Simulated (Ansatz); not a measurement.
Consider TiO₂ in the anatase structure (space group I4_1/amd, No. 141).

```
CELL_PARAMETERS angstrom
     -1.88489     1.88489     4.77588
      1.88489    -1.88489     4.77588
      1.88489     1.88489    -4.77588
ATOMIC_POSITIONS crystal
  Ti 0.50000 0.50000 0.00000
  Ti 0.25000 0.75000 0.50000
  O  0.29247 0.29247 0.00000
  O  0.04247 0.54247 0.50000
  O  0.45753 0.95753 0.50000
  O  0.70753 0.70753 0.00000
```

Cartesian axes are those of the cell as printed.

All numbers come from PBEsol/PAW in Ansatz (a program for electronic structure), no spin-orbit coupling.

Base values:

| Quantity | Value |
|---|---|
| Pressure | 0.00 GPa |
| Volume per atom | 11.31 Å³ |

One thing is altered: compressive biaxial strain of 3.66 % in the plane normal to [001], as in epitaxy on a mismatched substrate; the out-of-plane cell vector and the atoms relax.

**Question.** How does this affect the energy relative to the base?

**Answer.** The energy goes up by 26 meV/atom.

**Question.** What happens to the pressure?

**Answer.** The pressure (mean of the normal stresses, compression positive) goes from zero to 6.50 GPa.

**Question.** Estimate the effect on the volume per atom.

**Answer.** The volume per atom drops by 0.15 Å³, from 11.31 Å³ to 11.16 Å³.

No phonon test of stability was made. All final runs are without spin polarisation.
